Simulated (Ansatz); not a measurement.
Output of an Ansatz run (abridged):

```
WARN ansatz: RAYON_NUM_THREADS=1 ignored (pool sized by the plan → 1); use --threads N
Pseudopotentials: kind: paw
Pseudopotential: Ta, paw, valence charge 13
Crystal: 1 atoms, lattice volume = 18.425 Å³
Basis set: ecut = 420.4159175005146 eV, 339 PW (Γ)
Bands: 11, of which v1, the nominal top of the filled ones, is band 7 counted from 1 (6 counted from 0)
Symmetry: 48 space group operations
Space group: Fm-3m (ITA 225), of the structure as read, at distance tolerance 2.6e-5 Å
k-points: 84 of 2197
PAW frozen core: Ta, regenerated for the run's functional, and the local potential with it
Initial density: superposition of atomic densities (neutral atoms: chi_scale 0, normalization atom), corrected by the library's trained network
Initial wavefunctions: pseudopotential atomic-orbital guess
Eigensolver: davidson
Functional: x = slater, c = lda
SCF iter   1: F=—  HF=-9682.312528 eV  |F-HF|=—  |Δ(HF+E_count)|=         —  Δρ=4.10e-3  dr2=2.02e-3  ethr=1.77e-3  ⟨swp⟩=5.1  Hψ=5205  notcnv=0
all-band conjugate gradients solve this SCF's bands
preconditioner: auto → none
SCF iter   2: F=—  HF=-9682.312103 eV  |F-HF|=—  |Δ(HF+E_count)|=   4.25e-4  Δρ=1.84e-3  dr2=2.22e-4  ethr=1.56e-5  ⟨swp⟩=1.8  Hψ=1733  notcnv=0
SCF iter   3: F=—  HF=-9682.312154 eV  |F-HF|=—  |Δ(HF+E_count)|=   5.10e-5  Δρ=4.31e-4  dr2=9.31e-6  ethr=1.71e-6  ⟨swp⟩=1.3  Hψ=918  notcnv=0
SCF iter   4: F=—  HF=-9682.312159 eV  |F-HF|=—  |Δ(HF+E_count)|=   4.74e-6  Δρ=2.08e-5  dr2=2.93e-8  ethr=7.16e-8  ⟨swp⟩=1.2  Hψ=914  notcnv=0
iter 5 did not close the SCF: its close was put off for the readings that it lacked (scf_convergence_deferred on its scf_iter line)
SCF iter   5: F=-9682.312159 eV  HF=-9682.312159 eV  |F-HF|=1.05e-9  |Δ(HF+E_count)|=   1.87e-8  Δρ=2.62e-6  dr2=1.37e-9  ethr=2.25e-10  ⟨swp⟩=2.2  Hψ=1182  notcnv=0
SCF iter   6: F=-9682.312159 eV  HF=-9682.312159 eV  |F-HF|=1.27e-11  |Δ(HF+E_count)|=  5.95e-10  Δρ=3.69e-7  dr2=1.65e-11  ethr=1.05e-11  ⟨swp⟩=2.8  Hψ=3136  notcnv=0
SCF 1 converged in 6 iterations: F = -9682.312159 eV  dr2 = 1.65e-11
SCF converged after 6 iterations
Free energy (F): -9682.312159 eV
Harris-Foulkes:  -9682.312159 eV  (|F-HF|=1.27e-11)
Internal energy: -9682.306872 eV  (E = F + TS)
E sigma→0 (E₀):  -9682.309515 eV
Entropy (-TS):   -0.005286 eV (-5.286 meV/atom)
Fermi energy:    18.154388 eV
--- Per-component energies (eV) ---
  E_band       = -113.944880
  E_kinetic    = 365.591006
  E_local      = -566.744005  (includes V_loc(G=0)·N_el)
  E_nonlocal   = 20.121516
  E_hartree    = 194.198670
  E_xc         = -216.503936
  E_vxc        = -203.646963  (∫ρ·V_xc dr)
  E_paw        = -8148.639632  (= ΣΔE_a)
  E_vpaw       = -117.663967  (= ΣTr[D̂ρ^β])
  E_aug_tail   = 0.000139  (compensation charges beyond the density's cutoff)
  E_ewald      = -1330.589534
  E_core_change = 0.258903  (= ΣΔE_core)
  E_smearing   = -0.005286  (= −TS)
  E_closure    = -0.000000  (closes the sum)
  Σ components = -9682.312159   (vs F -9682.312159, Δ=0.00e0)
--- Forces (eV/Å), atoms counted from 1 ---
  atom   1  Ta    -0.00000000    -0.00000000    -0.00000000
  max |Σ_I F_I| component: 6.16e-32 eV/Å
--- Stress (GPa, compression-positive) ---
       -7.360722       0.000000      -0.000000
        0.000000      -7.360722       0.000000
       -0.000000       0.000000      -7.360722
  P = ⅓ Tr σ = -7.3607 GPa (-73.607 kbar)
  The stress holds the Pulay correction. Without it, at fixed plane waves, as pw.x and ABINIT print it: P = -7.4025 GPa
--- Band table (eV; the first three rows and the last of 84) ---
  k-point 0: bands = ["-49.3199", "-15.2928", "-15.2928", "-15.2928", "10.0340", "18.5842", "18.5842", "18.5842", "21.6180", "21.6180", "30.5059"]
  k-point 1: bands = ["-49.3144", "-15.3598", "-15.3012", "-15.3012", "10.2757", "18.3826", "18.6982", "18.6982", "21.5082", "21.5082", "30.9979"]
  k-point 2: bands = ["-49.2991", "-15.5424", "-15.3246", "-15.3246", "10.9524", "17.9246", "18.9440", "18.9440", "21.3419", "21.3419", "31.9264"]
  k-point 83: bands = ["-49.1919", "-16.0545", "-15.9631", "-15.6869", "15.3886", "16.7212", "17.2228", "20.3129", "24.5265", "27.3156", "29.1500"]
```

The structure:

```
CELL_PARAMETERS angstrom
      0.00000     2.09633     2.09633
      2.09633     0.00000     2.09633
      2.09633     2.09633     0.00000
ATOMIC_POSITIONS crystal
  Ta 0.00000 0.00000 0.00000
```

Task: Write an input that gives this output.

Result: Other spellings and defaults could give the same log, and not every line can be read from it. The input that was run (DFT, LDA (PW92), plane waves, default PAW files made with PBE):

Ansatz 0.2 input:
```yaml
# Ta
crystal:
  lattice:
    - [0.00000000, 2.09633500, 2.09633500]
    - [2.09633500, 0.00000000, 2.09633500]
    - [2.09633500, 2.09633500, 0.00000000]
  atoms:
    - { symbol: Ta, position_ang: [0.00000000, 0.00000000, 0.00000000] }
basis:
  ecutwfc: 30.9 Ry
kpoints:
  mp_grid: { grid: [13, 13, 13] }
hamiltonian:
  xc: lda
  pseudopotentials: { kind: paw }
scf:
  occupations: { method: gaussian, width: 0.0073 Ry }
output:
  forces: true
  eigenvalues: true
  stress: true
```

The starting cell comes from a database of computed structures (which also holds hypothetical and non-ambient phases and stackings), without a prior relaxation at this level. Its lattice was rescaled by up to half a per cent. Spin-orbit coupling is off. Spin polarisation is off. With a pressure of about -7 GPa the cell is away from its equilibrium volume at this level. Ansatz's pressure includes its estimate of the finite-basis (Pulay) stress.

Ansatz is a program for electronic structure.
